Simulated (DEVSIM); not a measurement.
Device: Ti/HfO2/n-Si capacitor, at 300 K.

```tsv
layer (left to right)	material	thickness (nm)	Nd (cm⁻³)
1	HfO2	5.10	-
2	Si	500	1.3e18
```

Metal gate on the left, work function 4.33 eV. Fixed charge at the semiconductor interface 5.8e10 cm⁻² (in units of +e); no interface traps.

The device is made up for the run: typed textbook-type constants, with dimensions and the other settings drawn at random. Values at 300 K.

```tsv
parameter	HfO2	Si
gap (eV)	5.7	1.124
affinity (eV)	2.5	4.05
permittivity	22	11.7
Nc (cm⁻³)	-	2.86e19
Nv (cm⁻³)	-	3.1e19
```

DEVSIM, 1D Poisson equation in equilibrium, Boltzmann statistics, complete ionisation; no quantum confinement or tunnelling. Metal contacts follow the ideal Schottky-Mott rule: no Fermi-level pinning, no interface dipoles.

Task: Give the band bending (positive: bands bend down) and minority sheet density.

Result: 
| Vg (V) | ψs (V) | minority carriers (cm⁻²) |
|---|---|---|
| -1 | -1.011 | 3.6e11 |
| -0.7 | -0.751 | < 1e8 |
| -0.4 | -0.481 | < 1e8 |
| -0.1 | -0.221 | < 1e8 |
| 0.2 | 0.001 | < 1e8 |
